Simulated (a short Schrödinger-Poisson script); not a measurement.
System: symmetric double-gate stack, SiO2 on p-type GaAs, at 300 K.

```
layer  material  thickness (nm)  Na (cm⁻³)
-----  --------  --------------  ---------
1          SiO2             2.1          -
2          GaAs               3       4e15
3          SiO2             2.1          -
```

The device is made up for the run: typed textbook-type constants, with dimensions and the other settings drawn at random. SiO2: permittivity 3.9, conduction-band edge (eV) 3.17, gap (eV) 9, electron mass (mₑ) 0.5. GaAs: permittivity 12.9, conduction-band edge (eV) 0, gap (eV) 1.424, Nv at 300 K (cm⁻³) 9e18.

Channel valleys (confinement mass, in-plane density-of-states mass, number): Γ 0.067, 0.067, 1. At the gates, both at one voltage, the conduction-band edge of layer 1 lies 3.72 eV − eVg above the Fermi level of the channel. Gaps are held at their typed values at every temperature. Mesh 0.03 nm at interfaces.

Solved with a short Schrödinger-Poisson script written for these runs: 1D Poisson equation in equilibrium, electrons quantum, Hartree (BenDaniel-Duke, 12 states a valley, the channel's in-plane mass for all, wave functions free to enter the dielectric), parabolic valleys, classical holes, full ionisation, no traps, pinning or gate leakage.

The same stack at other levels of the model or other numerical settings:

```csv
run,sheet density of all electrons at Vg = 2 V (cm⁻²),sheet density of all electrons at Vg = 0.8 V (cm⁻²),capacitance of both gates at Vg = 2 V (μF/cm²),rough cost against the base
base,1.39e13,5.32e11,1.81,about 1
"electrons treated as classical, Boltzmann",…,3.22e12,3.16,0.1
"electrons treated as classical, Fermi-Dirac",1.41e13,1.62e12,…,0.2
"electrons treated as quantum, Hartree plus LDA exchange-correlation",1.44e13,6.61e11,1.83,about 1
mesh six times as coarse,1.37e13,…,1.81,0.3
one subband a valley,1.39e13,5.32e11,1.81,0.3
```

### Question
Complete the blanks.

### Answer

- electrons treated as classical, Boltzmann, sheet density of all electrons at Vg = 2 V (cm⁻²): 2.60e13
- mesh six times as coarse, sheet density of all electrons at Vg = 0.8 V (cm⁻²): 4.05e11
- electrons treated as classical, Fermi-Dirac, capacitance of both gates at Vg = 2 V (μF/cm²): 1.86

The classical rows ignore confinement, and Boltzmann statistics overrate the density once the band edge passes the Fermi level.

Above a few 1e12 electrons/cm² a light Γ valley is non-parabolic and upper valleys begin to fill, which the model leaves out.
